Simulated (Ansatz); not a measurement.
Consider ZrB₂ (space group P6/mmm, No. 191; a = 3.1551 Å, c = 3.5060 Å).

Level of theory: PBEsol, PAW, 420 eV (Ansatz, a program for electronic structure; spin-orbit coupling left out).

Before the change:

* **Lattice parameter a**: 3.155 Å
* **Band gap**: zero

The change: cell and atoms relaxed at a pressure of 0.9 GPa.

**Question.** What happens to the lattice parameter a?

**Answer.** The lattice parameter a drops by 0.003 Å to 3.152 Å.

**Question.** What happens to the band gap?

**Answer.** The band gap stays zero.

Load acts through the strain it causes; cell and atoms are relaxed under it. No phonon test of stability was made. All final runs are without spin polarisation.
